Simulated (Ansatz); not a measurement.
Take MgS in the rock salt structure (space group Fm-3m, No. 225) as the base.

```yaml
crystal:
  lattice:
    - [0.00000, 2.61485, 2.61485]
    - [2.61485, 0.00000, 2.61485]
    - [2.61485, 2.61485, 0.00000]
  atoms:
    - { symbol: S, position: [0.00000, 0.00000, 0.00000] }
    - { symbol: Mg, position: [0.50000, 0.50000, 0.50000] }
```

All numbers come from PBE in Ansatz (plane waves to 420 eV, PAW, scalar-relativistic without spin-orbit coupling).

One change was made to it. Results:

```
quantity                          base    after
-----------------------------  -------  -------
band gap                       2.76 eV     zero
shortest interatomic distance  2.615 Å  2.311 Å
```

**Question.** Name the change that was made.
A. Mg → Ca
B. S → C
C. S → O

**Answer.** B, S → C. For comparison, the band gap in the other runs: S → O gives 4.46 eV; Mg → Ca gives 2.38 eV.

Stability against distortions was not tested. As relaxed here, MgC is a hypothetical phase, not in the database extracts checked. All final runs are without spin polarisation.

Ansatz is a quantum-chemistry and plane-wave program.
